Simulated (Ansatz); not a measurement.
A 24-atom cell of (Ti,Zr)Si2 started in the ZrSi2 (C49) type structure, site fractions Ti 0.500, Zr 0.500, short-range order -0.33 among the nearest mixed sites of the first mixed sublattice (0 is random, a negative value favours unlike neighbours), space group P2_1/m at the end, an ordered arrangement that its symmetry holds. The mixed sublattice has 8 sites.

The mixing enthalpy is taken against the end members in the ZrSi2 (C49) type type (which need not be the stable form of every end member), relaxed in the same cell and mesh.

These are PBE (plane waves to 420 eV, PAW; Ansatz, an electronic-structure program) values and carry that method's errors. Spin–orbit coupling is left out; the runs are not spin-polarised. Its k-point mesh 6×5×5, Fermi–Dirac width 0.05 eV.

```tsv
cell	energy at zero smearing (eV)
TiSi2	-30183.859
ZrSi2	-43659.606
TiZrSi4	-36921.163
```

Task: Work out the mixing enthalpy per mixed site and the interaction parameter Ω of a regular solution.

Result: With x = 4/8 of the second end member, ΔH = [-36921.163 − 4/8 × (-30183.859) − 4/8 × (-43659.606)] / 8 = 71.2 meV against the separate end members. Ω = ΔH / x(1 − x) = 285 meV.
